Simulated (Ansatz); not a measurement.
An Ansatz (a program for electronic structure) input (plane-wave PAW DFT at the PBEsol level (Ansatz, 420 eV), scalar-relativistic without spin-orbit coupling):

Ansatz 0.2 input:
```yaml
crystal:
  lattice:
    - [-1.5870611491, 1.5870611491, 3.8914499461]
    - [1.5870611491, -1.5870611491, 3.8914499461]
    - [1.5870611491, 1.5870611491, -3.8914499461]
  atoms:
    - { symbol: Si, position: [0.6649481539, 0.6649481539, 0] }
    - { symbol: Si, position: [0.3350518461, 0.3350518461, 0] }
    - { symbol: Mo, position: [0, 0, 0] }
basis: { ecutwfc: 420, ecutrho_ratio: 4, xc_grid: 2, fft_grid_basis: typed }
kpoints: { mp_grid: { grid: [25, 25, 25] } }
hamiltonian:
  xc: pbesol
  dispersion: none
  pseudopotentials: { kind: paw }
scf: { occupations: { method: fermi_dirac, width: 0.1 }, convergence: { dr2_threshold: 0.0000000003 } }
relax: { f_tol: 0.005, max_steps: 50 }
output: { forces: true, stress: true }
checkpoint: { write: state.ck, write_every: 1000 }
```

Problem. Which symmetry and how many k-points will the program report, and about how many plane waves at Γ?

Solution. Space group I4/mmm (ITA 139) with 16 operations, k-points 1183 of 15625, and 769 plane waves at Γ.

Problem. And the final pressure?

Solution. 3.41 GPa (compression positive).

The cells carry an imposed strain or load. Whether these cells are dynamically stable was not tested. All final runs are without spin polarisation. The cell was made from MoSi$_{2}$ (space group I4/mmm, No. 139) by this change: isotropic strain −0.50 %.
